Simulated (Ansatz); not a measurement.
# MgTe, response to strain

The parent structure is MgTe in the zinc blende structure (space group F-43m, No. 216; a = 6.439 Å). Axes: x, y, z lie along the cube axes.

Strains are applied to the cell and any free atomic positions relax; under biaxial strain the out-of-plane vector relaxes too.

Method: Ansatz (a first-principles code), PBEsol, PAW, cutoff 420 eV, scalar-relativistic without spin-orbit coupling.

Candidates:
(a) biaxial strain −0.42 %, plane normal [111], relaxed out of plane
(b) biaxial strain +2.08 %, plane normal [111], relaxed out of plane
(c) biaxial strain −0.83 %, plane normal [111], relaxed out of plane

Q: Order them by out-of-plane strain, highest first.

A: (c) biaxial strain −0.83 %, plane normal [111], relaxed out of plane (+0.70 %), (a) biaxial strain −0.42 %, plane normal [111], relaxed out of plane (+0.35 %), (b) biaxial strain +2.08 %, plane normal [111], relaxed out of plane (-1.80 %)

Whether these cells are dynamically stable was not tested.
